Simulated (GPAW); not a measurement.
# A self-consistent single point of Tl (P6_3/mmc, 4 atoms in the cell) with GPAW

Level of theory: PBE, GPAW PAW datasets PBE (gpaw-data 1.0.1) (plane waves; GPAW).

This input was run:

```python
from ase import Atoms
from ase.units import GPa
from gpaw import GPAW, PW, FermiDirac

atoms = Atoms(['Tl', 'Tl', 'Tl', 'Tl'],
              cell=[[3.477062, 0.000000, 0.000000],
                    [-1.738531, 3.011224, 0.000000],
                    [0.000000, 0.000000, 11.164210]],
              positions=[[0.000000, 0.000000, 0.000000],
                         [0.000000, 0.000000, 5.582105],
                         [-0.000002, 2.007484, 2.791053],
                         [1.738533, 1.003740, 8.373158]],
              pbc=True)

calc = GPAW(mode=PW(600),
            xc='PBE',
            kpts=(11, 11, 3),
            occupations=FermiDirac(0.1),
            nbands=-12,
            convergence={'density': 1e-05},
            symmetry={'symmorphic': False, 'tolerance': 0.0005},
            maxiter=100)

atoms.calc = calc

energy = atoms.get_potential_energy()
print('Energy (eV):', round(energy, 6))
forces = atoms.get_forces()
print('Forces (eV/Ang):')
print(forces.round(5))
stress = atoms.get_stress()
print('Stress (GPa, Voigt):', (stress / GPa).round(4))
```

Output, abridged:

```
Input parameters:
  convergence: {density: 1e-05}
  kpts: [11 11  3]
  maxiter: 100
  mode: {ecut: 600.0,
         name: pw}
  nbands: -12
  occupations: {fixmagmom: False,
                name: fermi-dirac,
                width: 0.1}
  symmetry: {symmorphic: False,
             tolerance: 0.0005}
  xc: PBE

species:
  Tl:
    name: Thallium
    Z: 81.0
    valence: 13
    core: 68
    charge: 0.0
    file: Tl.PBE.gz

    # Using partial waves for Tl as LCAO basis

Reference energy: -2200179.921086  # eV

Spin-paired calculation

Convergence criteria:
 Maximum [total energy] change in last 3 cyles: 0.0005 eV / valence electron
 Maximum integral of absolute [dens]ity change: 1e-05 electrons / valence electron
 Maximum integral of absolute [eigenst]ate change: 4e-08 eV^2 / valence electron
 Maximum number of scf [iter]ations: 100

Symmetries present (total): 24
Symmetries with fractional translations: 12
363 k-points: 11 x 11 x 3 Monkhorst-Pack grid
32 k-points in the irreducible part of the Brillouin zone
       k-points in crystal coordinates                weights
   0:     0.00000000    0.00000000    0.00000000          1/363
   1:     0.00000000    0.00000000    0.33333333          2/363
   2:     0.09090909    0.00000000    0.00000000          6/363
   [... 7 lines left out ...]
          ...
  31:     0.45454545    0.45454545    0.33333333         12/363

Wave functions: Plane wave expansion
  Cutoff energy: 600.000 eV
  Number of coefficients (min, max): 3848, 3921
  Pulay-stress correction: 0.000000 eV/Ang^3 (de/decut=0.000000)

Occupation numbers: Fermi-Dirac:
  width: 0.1000  # eV

Eigensolver

Densities:
  Coarse grid: 20*20*64 grid
  Fine grid: 40*40*128 grid
  Total Charge: 0.000000

Density mixing:
  Method: separate
  Backend: pulay
  Linear mixing parameter: 0.05
  old densities: 5
  Damping of long wavelength oscillations: 50

Hamiltonian:
  XC and Coulomb potentials evaluated on a 40*40*128 grid
  External potential:
    NoExternalPotential

XC parameters: PBE with 2 nearest neighbor stencil

Number of atoms: 4
Number of atomic orbitals: 36
Number of bands in calculation: 38
Number of valence electrons: 52
Bands to converge: occupied

Density initialized from atomic densities
  36 bands from LCAO basis set
  2 bands from random numbers

Atomic positions and initial magnetic moments

Positions:
   0 Tl     0.000000    0.000000    0.000000    ( 0.0000,  0.0000,  0.0000)
   1 Tl     0.000000    0.000000    5.582105    ( 0.0000,  0.0000,  0.0000)
   2 Tl    -0.000002    2.007484    2.791053    ( 0.0000,  0.0000,  0.0000)
   3 Tl     1.738533    1.003740    8.373158    ( 0.0000,  0.0000,  0.0000)

Unit cell:
           periodic     x           y           z      points  spacing
  1. axis:    yes    3.477062    0.000000    0.000000    20     0.1506
  2. axis:    yes   -1.738531    3.011224    0.000000    20     0.1506
  3. axis:    yes    0.000000    0.000000   11.164210    64     0.1744

  Lengths:   3.477062   3.477062  11.164210
  Angles:   90.000000  90.000000 120.000000

Effective grid spacing dv^(1/3) = 0.1659

     iter     time        total  log10-change:
                         energy   eigst   dens
iter:   1 --:--:--   -10.113499
iter:   2 --:--:--   -10.098907   -2.23  -1.64
iter:   3 --:--:--    -9.979208   -1.95  -1.68
iter:   4 --:--:--   -10.003312   -2.63  -2.13
iter:   5 --:--:--   -10.011011   -2.43  -2.29
iter:   6 --:--:--    -9.980504   -3.07  -2.33
iter:   7 --:--:--    -9.980394   -4.16  -3.18
iter:   8 --:--:--    -9.980293c  -5.38  -3.11
iter:   9 --:--:--    -9.980492c  -4.81  -3.38
iter:  10 --:--:--    -9.980378c  -5.71  -3.43
iter:  11 --:--:--    -9.980321c  -5.43  -3.70
iter:  12 --:--:--    -9.980321c  -7.15  -4.23
iter:  13 --:--:--    -9.980321c  -8.53c -4.47
iter:  14 --:--:--    -9.980320c  -7.08  -4.58
iter:  15 --:--:--    -9.980319c  -8.98c -4.61
iter:  16 --:--:--    -9.980320c  -8.34c -4.67
iter:  17 --:--:--    -9.980320c  -8.20c -4.79
iter:  18 --:--:--    -9.980320c  -9.08c -4.89
iter:  19 --:--:--    -9.980320c  -8.47c -4.98
iter:  20 --:--:--    -9.980320c  -9.05c -5.08c

Converged after 20 iterations.

Dipole moment: (0.000000, -0.000000, 0.000008) |e|*Ang

Energy contributions relative to reference atoms: (reference = -2200179.921086)

Kinetic:        +18.678123
Potential:      -16.991040
External:        +0.000000
XC:             -11.951260
Entropy (-ST):   -0.066823
Local:           +0.317269
SIC:             +0.000000
--------------------------
Free energy:    -10.013731
Extrapolated:    -9.980320

Showing only first 2 kpts
 Kpt  Band  Eigenvalues  Occupancy
  0    24      4.23029    2.00000
  0    25     10.22815    0.00000
  0    26     10.23994    0.00000
  0    27     14.84931    0.00000

  1    24      5.47507    2.00000
  1    25      7.68317    0.00175
  1    26     13.00491    0.00000
  1    27     14.97120    0.00000

Fermi level: 6.97901

No gap
No difference between direct/indirect transitions
Energy (eV): -9.98032

Forces in eV/Ang:
  0 Tl    0.00000   -0.00000    0.00000
  1 Tl    0.00000   -0.00000    0.00000
  2 Tl   -0.00000   -0.00000    0.00000
  3 Tl   -0.00000    0.00000   -0.00000

Stress tensor:
    -0.010564     0.000000     0.000000
     0.000000    -0.010564    -0.000000
     0.000000    -0.000000    -0.012803
Stress (GPa, Voigt): [-1.6925 -1.6925 -2.0513 -0.      0.      0.    ]
```

The run converged in 20 iterations. GPAW prints stress with tension positive.

The starting cell comes from a database of computed structures (which also holds hypothetical and non-ambient phases and stackings), without a prior relaxation at this level. Its lattice was rescaled by a random factor within 2.5 % of one. Spin-orbit coupling is off.

Cost on one core of a shared machine: roughly 80 s.
